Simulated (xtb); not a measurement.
xtb 6.7.1, GFN1-xTB: Fc1c(F)c(C(F)(F)F)c(F)c(F)c1-c1ccc2cc(C(F)(F)F)ccc2c1, 34 atoms. The geometry is a generated start, not checked to be a minimum at this level.

```json
{
 "method": "GFN1-xTB",
 "--acc": "1 (default)",
 "--etemp (K)": "300 (default)",
 "detailed input (--input)": "none: ANC optimiser, Lindh (1995) Hessian, microcycle=20, maxdispl=1.0, hlow=0.01 (default)",
 "basis_functions": "124",
 "valence_electrons": "148"
}
```

The structure is relaxed from this start with --opt LEVEL for the levels crude, sloppy, loose, lax, normal, tight, vtight, extreme, once each. Up to the end of the extreme run atoms move by at most 0.54 Å along an axis.

Problem. Which level is enough to come within 1 meV of the tightest end point?

Solution. tight: 44 cycles against 63, ending 0.31 meV above.

| level | cycles | energy above the extreme run (meV) | gradient norm (eV/Å) |
|---|---|---|---|
| crude | 4 | 11 | 0.21 |
| sloppy | 5 | 8.6 | 0.086 |
| loose | 6 | 7.8 | 0.094 |
| lax | 11 | 3.8 | 0.033 |
| normal | 12 | 3.7 | 0.016 |
| tight | 44 | 0.31 | 0.0065 |
| vtight | 62 | under 0.01 | 0.0023 |
| extreme | 63 | — | 0.0013 |
